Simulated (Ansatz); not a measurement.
A computed series for HgTe: response to strain

The parent structure is HgTe in the zinc blende structure (space group F-43m, No. 216; a = 6.6507 Å).

Strains are applied to the cell and any free atomic positions relax.

Method: PBE in Ansatz (plane waves to 420 eV, PAW, without spin-orbit coupling).

Candidates:
(a) isotropic strain +1.50 %
(b) isotropic strain +2.50 %
(c) isotropic strain −3.00 %

Notes on the quantities. energy relative to the base: free energy F.

Problem. Order them by energy relative to the base, highest first.

Solution. (c) isotropic strain −3.00 % (+36 meV/atom), (b) isotropic strain +2.50 % (+20 meV/atom), (a) isotropic strain +1.50 % (+7.5 meV/atom)

No phonon test of stability was made. The final runs are not spin-polarised.

Ansatz is a quantum-chemistry and plane-wave program.
